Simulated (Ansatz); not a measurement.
System: MgIn2O4 (Imma, No. 74, 14 atoms in the cell; start mp-676338). Method: PBE0 in Ansatz (PAW).

Numerical settings: plane-wave cutoff 460 eV, 4×4×4 k mesh, Fermi–Dirac smearing 0.01 eV, scalar-relativistic PAW data made under PBE.

Cell (relaxed with PBEsol):

```cif
data_In8Mg4O16
_chemical_formula_sum 'Mg4 In8 O16'
_space_group_name_H-M_alt 'Imma'
_space_group_IT_number 74
_space_group_name_Hall '-I 2b 2'
_cell_length_a 6.23945
_cell_length_b 6.35981
_cell_length_c 8.85118
_cell_angle_alpha 90.000
_cell_angle_beta 90.000
_cell_angle_gamma 90.000
loop_
_atom_site_label
_atom_site_type_symbol
_atom_site_symmetry_multiplicity
_atom_site_Wyckoff_symbol
_atom_site_fract_x
_atom_site_fract_y
_atom_site_fract_z
_atom_site_occupancy
Mg1 Mg 4 c 0.25000 0.25000 0.25000 1
In1 In 4 e 0.00000 0.75000 0.13171 1
In2 In 4 b 0.00000 0.00000 0.50000 1
O1 O 8 h 0.00000 0.02466 0.25722 1
O2 O 8 i 0.26379 0.25000 0.01190 1
```
(The calculation used a cell of 14 atoms; values per cell refer to that cell.)

Task: What does this level give for the band gap?

Result: 
band gap: 3.67 eV (on the SCF k mesh)

Note: cell and atoms aren't relaxed at this level (pressure -1.0 GPa).

Spin–orbit coupling is not included.

The computed numbers hold no vibrational or temperature effects.

Cost on a shared machine: very roughly 3 core-minutes.

A start named mp-… is a Materials Project structure, which need not be a measured phase.

Ansatz is a first-principles code.
